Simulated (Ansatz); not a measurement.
## YN, pressure series

Base system: YN in the rock salt structure (space group Fm-3m, No. 225).

```yaml
crystal:
  lattice:
    - [0.00000, 2.45292, 2.45292]
    - [2.45292, 0.00000, 2.45292]
    - [2.45292, 2.45292, 0.00000]
  atoms:
    - { symbol: Y, position: [0.00000, 0.00000, 0.00000] }
    - { symbol: N, position: [0.50000, 0.50000, 0.50000] }
```

Cell and atoms are relaxed at each pressure.

Level of theory: Ansatz (a program for electronic structure) PBE, no spin-orbit coupling.

```csv
pressure (GPa),volume per atom (Å³/atom)
-2,14.949
-1,14.852
0,14.759
0.9,14.677
2.1,14.570
4.5,14.370
9,14.028
22.5,?
30,12.825
```

Q: Fit the third-order Birch–Murnaghan form P(V) = (3B₀/2)[(V₀/V)^(7/3) − (V₀/V)^(5/3)]·[1 + (3/4)(B₀′ − 4)((V₀/V)^(2/3) − 1)] (squares taken in P) to the rows shown and predict the withheld row.

A: Least squares on the printed values gives V₀ = 14.758 Å³/atom, B₀ = 160 GPa, B₀′ = 4.1; this predicts 13.198 Å³/atom, and the run gives 13.198 Å³/atom, in agreement.

A case with no gap was solved on a k-mesh chosen for an insulator, which is coarse for it. Load acts through the strain it causes; cell and atoms are relaxed under it. Whether these cells are dynamically stable was not tested. No other phases were tried under pressure. All final runs are without spin polarisation.
